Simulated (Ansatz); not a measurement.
**A short convergence ladder for MgZrF6 (I4mm, 8 atoms in the cell)**

```
MgZrF6
1.0
    0.00000     4.00795     4.00795
    4.00795     0.00000     4.00795
    4.00795     4.00795     0.00000
Mg Zr F
1 1 6
Direct
  0.50624   0.50624   0.49376
  0.00000   0.00000   0.00000
  0.74762   0.25238   0.25238
  0.25238   0.74762   0.74762
  0.25238   0.74762   0.25238
  0.74762   0.25238   0.74762
  0.25238   0.25238   0.74762
  0.74762   0.74762   0.25238
```

Base method: PBEsol, default PAW files made with PBE (plane waves; Ansatz, a quantum-chemistry and plane-wave program).

Base settings: basis.ecutwfc = 420 eV; kpoints.mp_grid.grid = 6 6 6; hamiltonian.xc = pbesol; hamiltonian.pseudopotentials = {kind: paw} (the program's default PAW files); scf.occupations.method = fixed.

**The width of Fermi-Dirac smearing**

In this ladder: scf.occupations.method = fermi_dirac.

The mesh stays at the base's, so the ladder's end is converged at best in this setting alone.

Only quantities that move along the ladder and can be compared are tabulated.

```tsv
scf.occupations.width	free energy less the last step's (meV/atom)	pressure (GPa)	largest difference of a force vector from the last step's (eV/Å)	gap on the mesh (eV)
1 eV	-64.62	0.83	0.477	7.114
0.5 eV	-0.81	-1.46	0.014	6.754
0.2 eV	0.00	-1.52	0.000	6.744
0.1 eV	0.00	-1.52	0.000	6.744
0.02 eV	0.00	-1.52	0.000	6.744
```

Widest scf.occupations.width that holds the forces within 0.01 eV/Å of the last step, with all finer ones: 0.2 eV; the step before is off by 0.014 eV/Å.

Widest scf.occupations.width that holds the pressure within 1 GPa of the last step, with all finer ones: 0.5 eV; the step before is off by 2.4 GPa.

Widest scf.occupations.width that holds the gap on the mesh within 0.05 eV of the last step, with all finer ones: 0.5 eV; the step before is off by 0.37 eV.

On the base run: the starting cell comes from a database of computed structures (which also holds hypothetical and non-ambient phases and stackings), without a prior relaxation at this level. Its lattice was rescaled by up to half a per cent. One atom was moved a little off its site on purpose. Ansatz's pressure includes its estimate of the finite-basis (Pulay) stress.

Keys are those of Ansatz 0.2.
